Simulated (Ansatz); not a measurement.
Input and output of a self-consistent single point for LaOF (P4mm, 6 atoms in the cell) (Ansatz, a program for electronic structure).

Computed with LDA (PW92), default PAW files made with PBE (plane waves; Ansatz).

The change in words: lattice scaled by 0.98; kpoints.mp_grid.grid: 6 6 4 → 10 10 7. Reference geometry:
```yaml
crystal:
  lattice:
    - [4.08959, 0.00000, 0.00000]
    - [0.00000, 4.08959, 0.00000]
    - [0.00000, 0.00000, 5.84299]
  atoms:
    - { symbol: La, position: [0.50000, 0.00000, 0.72427] }
    - { symbol: La, position: [0.00000, 0.50000, 0.28429] }
    - { symbol: O, position: [0.00000, 0.00000, 0.50000] }
    - { symbol: O, position: [0.50000, 0.50000, 0.50000] }
    - { symbol: F, position: [0.50000, 0.50000, 0.00000] }
    - { symbol: F, position: [0.00000, 0.00000, 0.00000] }
```

Reference input (self-consistent single point, DFT, LDA (PW92), plane waves, default PAW files made with PBE): basis.ecutwfc = 30.9 Ry; kpoints.mp_grid.grid = 6 6 4; hamiltonian.xc = lda; hamiltonian.pseudopotentials = {kind: paw} (the program's default PAW files); scf.occupations.method = fermi_dirac; scf.occupations.width = 0.0037 Ry. This run's input differs from it in these lines:

Ansatz 0.2 input:
```diff
@@ -3,5 +3,5 @@
   lattice:
-    - [4.089586, 0.000000, 0.000000]
-    - [0.000000, 4.089586, 0.000000]
-    - [0.000000, 0.000000, 5.842990]
+    - [4.007794, 0.000000, 0.000000]
+    - [0.000000, 4.007794, 0.000000]
+    - [0.000000, 0.000000, 5.726130]
   atoms:
@@ -16,3 +16,3 @@
 kpoints:
-  mp_grid: { grid: [6, 6, 4] }
+  mp_grid: { grid: [10, 10, 7] }
 hamiltonian:
```

The program printed (abridged):

```
SCF iter   1: F=—  HF=-14863.282116 eV  |F-HF|=—  |Δ(HF+E_count)|=         —  Δρ=1.80e-2  dr2=2.57e-1  ethr=1.77e-3  ⟨swp⟩=6.1  Hψ=10786  notcnv=0
all-band conjugate gradients solve this SCF's bands
preconditioner: auto → Resta (q_TF=auto, 2.448 Å⁻¹)
SCF iter   2: F=—  HF=-14863.225343 eV  |F-HF|=—  |Δ(HF+E_count)|=   5.68e-2  Δρ=6.24e-3  dr2=1.74e-2  ethr=5.35e-4  ⟨swp⟩=3.9  Hψ=5927  notcnv=0  defer=127
   [... lines left out ...]
SCF iter   4: F=—  HF=-14863.220828 eV  |F-HF|=—  |Δ(HF+E_count)|=   3.69e-4  Δρ=1.10e-3  dr2=8.56e-4  ethr=5.26e-6  ⟨swp⟩=2.0  Hψ=4230  notcnv=0  defer=127
SCF iter   5: F=—  HF=-14863.220637 eV  |F-HF|=—  |Δ(HF+E_count)|=   1.90e-4  Δρ=1.77e-4  dr2=4.84e-5  ethr=1.78e-6  ⟨swp⟩=2.0  Hψ=4238  notcnv=0  defer=127
SCF iter   6: F=—  HF=-14863.220650 eV  |F-HF|=—  |Δ(HF+E_count)|=   1.22e-5  Δρ=5.24e-5  dr2=2.29e-6  ethr=1.01e-7  ⟨swp⟩=2.2  Hψ=4471  notcnv=0  defer=127
SCF iter   7: F=-14863.220650 eV  HF=-14863.220650 eV  |F-HF|=9.17e-8  |Δ(HF+E_count)|=   8.79e-7  Δρ=9.80e-6  dr2=6.35e-8  ethr=2.08e-10  ⟨swp⟩=14.3  Hψ=14963  notcnv=0
SCF 1 converged in 7 iterations: F = -14863.220650 eV  dr2 = 6.35e-8
Free energy (F): -14863.220650 eV
Internal energy: -14863.220650 eV  (E = F + TS)
E sigma→0 (E₀):  -14863.220650 eV
Fermi energy:    10.683694 eV
--- Forces (eV/Å), atoms counted from 1 ---
  atom   1  La     0.00000000     0.00000000    -0.55067358
  atom   2  La    -0.00000000     0.00000000     0.15484571
  atom   3  O      0.00000000     0.00000000     0.17455264
  atom   4  O     -0.00000000     0.00000000     0.17455264
  atom   5  F      0.00000000     0.00000000     0.02337659
  atom   6  F     -0.00000000     0.00000000     0.02337659
--- Stress (GPa, compression-positive) ---
       -1.042537       0.000000      -0.000000
        0.000000      -1.042537       0.000000
       -0.000000       0.000000      -1.201262
  P = ⅓ Tr σ = -1.0954 GPa (-10.954 kbar)
  The stress holds the Pulay correction. Without it, at fixed plane waves, as pw.x and ABINIT print it: P = -1.7921 GPa
```

The run converged in 7 iterations. Against the reference run the free energy falls by 28.9 meV/atom, the pressure goes from -8.16 to -1.10 GPa, the largest force goes from 0.956 to 0.551 eV/Å and the gap on the mesh goes from 4.351 to 4.500 eV.

The starting cell comes from a database of computed structures (which also holds hypothetical and non-ambient phases and stackings), without a prior relaxation at this level. Its lattice was rescaled by up to half a per cent. One atom was moved a little off its site on purpose. For this run, on top of that: lattice scaled by 0.98. Ansatz's pressure includes its estimate of the finite-basis (Pulay) stress. Without the estimate this run gives -1.79 GPa.
